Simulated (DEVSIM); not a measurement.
**abrupt Si p-n junction**

Device: abrupt Si p-n junction, at 300 K.

| layer (left to right) | material | thickness (μm) | Nd (cm⁻³) | Na (cm⁻³) | τn (s) | τp (s) |
|---|---|---|---|---|---|---|
| 1 | Si | 1.80 | - | 5e18 | 1.4e-5 | 1.4e-5 |
| 2 | Si | 22.0 | 7.7e14 | - | 1.4e-5 | 1.4e-5 |

Left contact: ohmic. Right contact: ohmic. Voltage is applied to the left contact. Recombination: SRH at mid-gap, radiative. Gap narrowing is on: ΔEg = 6.92 meV × (l + √(l² + 0.5)), l = ln(N/1.3e17 cm⁻³), shared equally by both band edges. Mobility is μmin + (μ − μmin)/(1 + (N/Nref)^α).

The device is made up for the run: typed textbook-type constants, with dimensions and the other settings drawn at random. Values at 300 K.

```csv
parameter,Si
gap (eV),1.124
affinity (eV),4.05
permittivity,11.7
Nc (cm⁻³),2.86e19
Nv (cm⁻³),3.1e19
μn (cm²/Vs),1417
μp (cm²/Vs),470
"μn,min",52
"μp,min",45
"Nref,n",9.7e16
"Nref,p",2.2e17
αn,0.68
αp,0.72
B (cm³/s),4.7e-15
```

DEVSIM, 1D drift-diffusion, Boltzmann statistics, complete ionisation; no tunnelling, impact ionisation, image-force lowering or self-heating.

The potential step across the device at zero bias comes out as 0.779 V and the largest field in the device at zero bias is 89000 V/cm. The dark forward voltage at 1 A/cm² is 0.599 V and the dark forward voltage at 100 A/cm² is 0.803 V.

Dark reverse current:

```
V (V)   J (A/cm²)
------  ---------
-0.40     -2.8e-9
-1.00     -5.3e-9
-2.00     -8.3e-9
-3.00     -1.1e-8
-4.00     -1.3e-8
-6.00     -1.6e-8
-8.00     -1.9e-8
-10.00    -2.2e-8
-13.00    -2.5e-8
-16.00    -2.9e-8
-20.00    -3.3e-8
```

Dark forward current:

(V (V), J (A/cm²)): (0.05, 2.1e-9); (0.10, 1.1e-8); (0.15, 6.0e-8); (0.20, 3.6e-7); (0.25, 2.3e-6); (0.30, 1.6e-5); (0.35, 0.00011); (0.40, 0.00073); (0.45, 0.0050); (0.50, 0.034); (0.55, 0.21); (0.60, 1.0); (0.65, 3.9); (0.70, 12); (0.75, 35); (0.80, 94); (0.85, 230); (0.90, 480); (0.95, 850); (1.00, 1300); (1.05, 1800); (1.10, 2400)
